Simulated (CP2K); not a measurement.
Band structure of BaP2Os2 (I4/mmm, 5 atoms in the cell).

```
CELL_PARAMETERS angstrom
      6.79906     0.00000     0.00000
      4.37578     5.20381     0.00000
     -5.58742    -2.60191     2.87019
ATOMIC_POSITIONS crystal
  Ba 0.00000 0.00000 0.00000
  P  0.65708 0.65708 0.00000
  P  0.34292 0.34292 0.00000
  Os 0.25000 0.75000 0.50000
  Os 0.75000 0.25000 0.50000
```

Method of the run: PBEsol, GPW, DZVP-MOLOPT-SR-GTH basis, GTH-PBE potentials (GTH_POTENTIALS) in CP2K.

Settings: CUTOFF = 500 Ry; REL_CUTOFF = 40 Ry; SMEAR/METHOD = FERMI_DIRAC; ELECTRONIC_TEMPERATURE = 580.23 K; KPOINTS/SCHEME = MONKHORST-PACK 7 7 7; XC_FUNCTIONAL = PBE:PBESOL; Ba/BASIS_SET = DZVP-MOLOPT-SR-GTH-q10; Ba/POTENTIAL = GTH-PBE-q10; P/BASIS_SET = DZVP-MOLOPT-SR-GTH-q5; P/POTENTIAL = GTH-PBE-q5; Os/BASIS_SET = DZVP-MOLOPT-SR-GTH-q16; Os/POTENTIAL = GTH-PBE-q16; METHOD = GPW; EPS_DEFAULT = 1e-11.

The starting cell comes from a database of computed structures (which also holds hypothetical and non-ambient phases and stackings), without a prior relaxation at this level. Spin-orbit coupling is off. Spin polarisation is off. Values carry the incompleteness of an atom-centred basis. The potentials were made for another functional than the one used.

Levels in eV from the Fermi level, bands 23 to 28:
```tsv
point	23	24	25	26	27	28
Γ	-1.23	-0.15	0.06	0.06	0.71	2.07
X	-2.71	-1.52	-1.38	-0.66	-0.65	-0.40
Y	-2.68	-1.48	-1.39	-0.68	-0.49	-0.37
S	-2.24	-2.20	-1.55	-0.46	1.05	1.74
Z	-0.51	-0.05	0.27	0.52	0.52	1.99
S1	-2.24	-2.20	-1.55	-0.46	1.05	1.74
N	-2.51	-2.27	-1.16	-1.07	1.11	1.61
P	-2.86	-1.56	-0.88	-0.88	-0.66	-0.65
Y1	-2.68	-1.48	-1.39	-0.68	-0.49	-0.37
```

Bands cross the Fermi level along this path, so the cell is metallic at this level.

Higher empty bands are left out: an atom-centred basis made for the valence describes them poorly.
